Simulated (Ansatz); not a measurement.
Given:

```xyz
8
Lattice="-2.8963 2.8963 5.7846 2.8963 -2.8963 5.7846 2.8963 2.8963 -5.7846" Properties=species:S:1:pos:R:3 pbc="T T T"
Cu     0.0000     0.0000     0.0000
Cu     0.0000     2.8963     2.8923
Zn     2.8963     0.0000     2.8923
Sn     0.0000     0.0000     5.7846
Se     1.4949     1.5381     4.2860
Se     1.4015     1.3582    -1.4986
Se     1.5381    -1.4949     7.2832
Se     1.3582     4.3912     1.4986
```

No spin polarisation.

All numbers come from r2SCAN (Ansatz, a program for electronic structure), without spin-orbit coupling. Γ-centred 8×8×8 mesh, Fermi–Dirac width 0.05 eV.

Problem. Predict the pressure and space group.

Solution. Pressure (mean of the normal stresses, compression positive): -2.8 GPa
Space group: I-4 (No. 82)

The cells carry an imposed strain or load. Whether these cells are dynamically stable was not tested. All final runs are without spin polarisation. The cell was made from ZnCu2SnSe4 (space group I-4, No. 82) by this change: isotropic strain +1.64 %.
